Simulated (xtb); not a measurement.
xtb 6.7.1, GFN2-xTB: Mg(OH2)6 ([OH2]->[Mg+2](<-[OH2])(<-[OH2])(<-[OH2])(<-[OH2])<-[OH2]), charge +2, multiplicity 1, 19 atoms. The geometry is a generated start, not checked to be a minimum at this level.

```json
{
 "run_flags": "--grad",
 "method": "GFN2-xTB",
 "--acc": "1 (default)",
 "--etemp (K)": "300 (default)",
 "basis_functions": "46",
 "valence_electrons": "48"
}
```

```xyz
19

Mg     0.0052    -0.0004    -0.0024
O     -0.6891     1.6542    -0.8371
H     -1.4697     1.7492    -1.3930
H     -0.1797     2.4608    -0.9679
O      1.5715     0.9992     0.6798
H      1.4860     1.7588     1.2661
H      2.5120     0.8055     0.6158
O      1.0220    -0.4495    -1.6342
H      1.9515    -0.2865    -1.8226
H      0.6423    -0.7582    -2.4625
O     -1.0131     0.4630     1.6219
H     -1.6917     1.1380     1.7240
H     -0.8827     0.0615     2.4870
O     -1.5388    -1.0093    -0.7240
H     -1.5075    -1.8396    -1.2106
H     -2.4671    -0.8342    -0.5366
O      0.6348    -1.6401     0.9030
H      0.0905    -2.4106     1.0934
H      1.5236    -1.8616     1.1999
```

Charge 2 and multiplicity 1 are set for this test and not shown to be the ground state.

One run each on 1 thread. Values of broydamp tried: 0.02, 0.05, 0.1, 0.2, 0.4 (default), 0.6, 0.8, 1.

Problem. How does the count of SCC iterations change with broydamp, and where is it least?

Solution. Fewest SCC iterations, within one of each other: 0.4 (default) with 11, 0.6 with 11, 0.8 with 11, 1 with 10. The count rises to 20 at 0.02. All converge to one solution.

| broydamp | SCC iterations | end |
|---|---|---|
| 0.02 | 20 | same solution |
| 0.05 | 17 | same solution |
| 0.1 | 14 | same solution |
| 0.2 | 12 | same solution |
| 0.4 (default) | 11 | same solution |
| 0.6 | 11 | same solution |
| 0.8 | 11 | same solution |
| 1 | 10 | same solution |
